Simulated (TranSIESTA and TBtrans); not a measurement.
Device: Al point contact of 4 atoms in a row between two rods, one bond stretched by the factor 1.1. Leads: fcc Al rod along [100], layers of 5 and 4 atoms, a = 4.04 Å. Geometry: as built, not relaxed. Transport runs along z; the first 18 and the last 18 of the 71 atoms are the lead cells, repeated to infinity.

```xyz
71
Lattice="14.213 0.000 0.000 0.000 14.213 0.000 0.000 0.000 40.467" Properties=species:S:1:pos:R:3 pbc="F F T"
Al     7.107     7.107     0.000
Al     9.963     7.107     0.000
Al     7.107     9.963     0.000
Al     4.250     7.107     0.000
Al     7.107     4.250     0.000
Al     8.535     8.535     2.020
Al     5.678     8.535     2.020
Al     8.535     5.678     2.020
Al     5.678     5.678     2.020
Al     7.107     7.107     4.040
Al     9.963     7.107     4.040
Al     7.107     9.963     4.040
Al     4.250     7.107     4.040
Al     7.107     4.250     4.040
Al     8.535     8.535     6.060
Al     5.678     8.535     6.060
Al     8.535     5.678     6.060
Al     5.678     5.678     6.060
Al     7.107     7.107     8.080
Al     9.963     7.107     8.080
Al     7.107     9.963     8.080
Al     4.250     7.107     8.080
Al     7.107     4.250     8.080
Al     8.535     8.535    10.100
Al     5.678     8.535    10.100
Al     8.535     5.678    10.100
Al     5.678     5.678    10.100
Al     7.107     7.107    12.120
Al     9.963     7.107    12.120
Al     7.107     9.963    12.120
Al     4.250     7.107    12.120
Al     7.107     4.250    12.120
Al     8.535     8.535    14.140
Al     5.678     8.535    14.140
Al     8.535     5.678    14.140
Al     5.678     5.678    14.140
Al     7.107     7.107    16.160
Al     7.107     7.107    18.788
Al     7.107     7.107    21.679
Al     7.107     7.107    24.307
Al     8.535     8.535    26.327
Al     5.678     8.535    26.327
Al     8.535     5.678    26.327
Al     5.678     5.678    26.327
Al     7.107     7.107    28.347
Al     9.963     7.107    28.347
Al     7.107     9.963    28.347
Al     4.250     7.107    28.347
Al     7.107     4.250    28.347
Al     8.535     8.535    30.367
Al     5.678     8.535    30.367
Al     8.535     5.678    30.367
Al     5.678     5.678    30.367
Al     7.107     7.107    32.387
Al     9.963     7.107    32.387
Al     7.107     9.963    32.387
Al     4.250     7.107    32.387
Al     7.107     4.250    32.387
Al     8.535     8.535    34.407
Al     5.678     8.535    34.407
Al     8.535     5.678    34.407
Al     5.678     5.678    34.407
Al     7.107     7.107    36.427
Al     9.963     7.107    36.427
Al     7.107     9.963    36.427
Al     4.250     7.107    36.427
Al     7.107     4.250    36.427
Al     8.535     8.535    38.447
Al     5.678     8.535    38.447
Al     8.535     5.678    38.447
Al     5.678     5.678    38.447
```

Run with TranSIESTA and TBtrans (open boundaries, self-consistent; PseudoDojo norm-conserving potentials, scalar-relativistic): PAO.BasisSize SZP, PAO.EnergyShift 0.15 eV, XC.Authors PBE, Mesh.Cutoff 150 Ry, ElectronicTemperature 300 K, TS.Voltage 0.0 eV, TBT.Elecs.Eta 0.001 eV, no spin polarisation.

Energies count from the leads' Fermi level. Transmissions are for one spin of a degenerate pair. The energy step is 0.02 eV; narrower resonances are cut or missed.

| E (eV) | T |
|---|---|
| -0.20 | 0.341 |
| -0.16 | 0.448 |
| -0.12 | 0.609 |
| -0.08 | 0.920 |
| -0.04 | 1.61 |
| 0.00 | 1.67 |
| 0.04 | 1.44 |
| 0.08 | 1.94 |
| 0.12 | 2.19 |
| 0.16 | 2.39 |
| 0.20 | 2.55 |

### Question
Give the zero-bias conductance in μS and the resistance at 300 K.

### Answer
At the Fermi level T = 1.67. Averaged with −∂f/∂E over the full grid (kT = 25.9 meV) it is 1.58. With G0 = 2e²/h = 77.48 μS, G = 122 μS and R = 1/G = 8.20 kΩ.

### Question
The eigenchannels at the Fermi level transmit 0.760, 0.454, 0.454. What Fano factor of the shot noise follows at low temperature and bias?

### Answer
F = Σ τ(1 − τ)/Σ τ = 0.678/1.67 = 0.41.

### Question
Estimate the current at 0.2 V in linear response, and compare with the self-consistent run.

### Answer
I = G V = 122 μS × 0.2 V = 24.4 μA; the self-consistent run gives 22.9 μA, 0.94 of it. Linear response leaves out the change of T over the bias window and the shift of levels under bias.

The leads' channel count changes near 0.03 eV, within the thermal window, so values at the Fermi level hang on where that band edge falls.
